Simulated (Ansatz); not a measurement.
A working Ansatz (an electronic-structure program) input for ZnAg₂GeSe₄ (P1, 8 atoms in the cell) (DFT, PBE, plane waves, default PAW files):

Ansatz 0.2 input:
```yaml
# ZnAg2GeSe4
crystal:
  lattice:
    - [-2.90553300, 2.90553300, 5.82016800]
    - [2.90553300, -2.90553300, 5.82016800]
    - [2.90553300, 2.90553300, -5.82016800]
  atoms:
    - { symbol: Ag, position: [-0.00207300, 0.01272800, 0.00582300] }
    - { symbol: Ag, position: [0.75762000, 0.24894600, 0.51447400] }
    - { symbol: Zn, position: [0.25624300, 0.74621000, 0.49569400] }
    - { symbol: Ge, position: [0.49577300, 0.49151200, -0.00406600] }
    - { symbol: Se, position: [0.61212500, 0.63826400, 0.50808700] }
    - { symbol: Se, position: [0.11753500, 0.10961200, 0.48382200] }
    - { symbol: Se, position: [0.37112400, 0.87772000, -0.00433700] }
    - { symbol: Se, position: [0.89165300, 0.37500700, 1.00050300] }
kpoints:
  mp_grid: { grid: [3, 3, 4], shift: [0.5, 0.5, 0.5] }
hamiltonian:
  xc: pbe
  pseudopotentials: { kind: paw }
scf:
  occupations: { method: fermi_dirac, width: 0.05 eV }
output:
  forces: true
  eigenvalues: true
  stress: true
```

The run converged in 8 iterations: free energy E − TS (on the zero of these files) -44673.2375 eV; gap on the k-point mesh 0.25 eV; pressure 3.18 GPa; largest force (vector length) 2.200 eV/Å. Each of these slips is then made, one at a time:

(1)
```diff
-kpoints:
-  mp_grid: { grid: [3, 3, 4], shift: [0.5, 0.5, 0.5] }
```

(2)
```diff
+total_charge: -1.0
```

Task: What happens in each case?

Result: 
(1) No k-points given. The program stopped before any SCF iteration, with the message: Error: YAML parse error: missing field `kpoints`.

(2) An unintended net charge. The run converged in 11 iterations without an error; against the sound input the pressure goes from 3.18 to 5.68 GPa and the largest force goes from 2.200 to 1.817 eV/Å.

The starting cell was generated: these elements placed on a structure prototype, without a prior relaxation; it need not be a known phase or ordering of this composition. Its atoms were displaced at random from the sites of space group no. 82. In the base run, with a pressure of about 3 GPa the cell is away from its equilibrium volume at this level. In the base run, forces exceed 1 eV/Å. Ansatz's pressure includes its estimate of the finite-basis (Pulay) stress. The shifted mesh does not hold Γ, so a gap read on it misses any band edge there.

Left out of this page: 3 runs of the series outside the window shown, repeating another row's setting, or not comparable.
